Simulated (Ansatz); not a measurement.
In an H-capped Ge nanowire along [110], 24 atoms a period besides the caps, the lowest empty band has its minimum at Γ and lies 0.080 eV higher 0.0474 Å⁻¹ away along the axis.

These are PBE (plane waves to 420 eV, PAW; Ansatz, a quantum-chemistry and plane-wave program) values and carry that method's errors. Mesh 1×1×8. No spin polarisation. Isolated but for its images some 11 Å away. An idealised model, cut from the bulk lattice. Only distortions within the start's symmetry and period were free. Values not marked SOC lack spin–orbit coupling.

Estimate the electron mass along the axis.

For a parabola ΔE = ħ²Δk²/2m, and ħ²/2mₑ = 3.810 eV Å². So m/mₑ = 3.810 × 0.0474²/0.080 = 0.11. The curvature over a step a third as long gives 0.10; the band is close to a parabola here.
